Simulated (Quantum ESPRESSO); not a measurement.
Quantum ESPRESSO is run on ZnSe (F-43m, 2 atoms in the cell), and the run fails. The aim is a self-consistent single point with DFT, PBE, plane waves, SSSP 1.1.2 efficiency (PBE) pseudopotentials.

Cell that was meant: a = 3.9849 Å, b = 3.9849 Å, c = 3.9849 Å, α = 60.00°, β = 60.00°, γ = 60.00°.

Part of the input:

```fortran
  calculation = 'scf'
  prefix = 'ZnSe'
  outdir = './out'
  pseudo_dir = './pseudo'
  tprnfor = .true.
  tstress = .true.
/
```

Log, with long lists cut:

```
 %%%%%%%%%%%%%%%%%%%%%%%%%%%%%%%%%%%%%%%%%%%%%%%%%%%%%%%%%%%%%%%%%%%%%%%%%%%%%%
     Error in routine readpp (1):
     file ./pseudo/Zn_pbe_v1.uspp.F.UPF not found
 %%%%%%%%%%%%%%%%%%%%%%%%%%%%%%%%%%%%%%%%%%%%%%%%%%%%%%%%%%%%%%%%%%%%%%%%%%%%%%

     stopping ...
```

Task: Read the log: what does the program object to, and what is the fix?

Result: The fault is a wrong folder for the potentials. The files are not in the folder that the input names. To fix it, correct the folder. The program stopped before any SCF iteration.

The sound input it was made from differs as follows (other fixes are possible):
```diff
-  pseudo_dir = './pseudo'
+  pseudo_dir = './'
```

With that input, the run converged in 9 iterations: free energy E − TS -6874.4014 eV; top of the valence band (on the code's own zero) 6.58 eV; gap on the k-point mesh 1.35 eV; pressure 3.09 GPa (DFT, PBE, plane waves, SSSP 1.1.2 efficiency (PBE) pseudopotentials).

On the sound input: the starting cell comes from a database of computed structures (which also holds hypothetical and non-ambient phases and stackings), without a prior relaxation at this level. Its lattice was rescaled by a random factor within 2.5 % of one. With a pressure of about 3 GPa the cell is away from its equilibrium volume at this level.
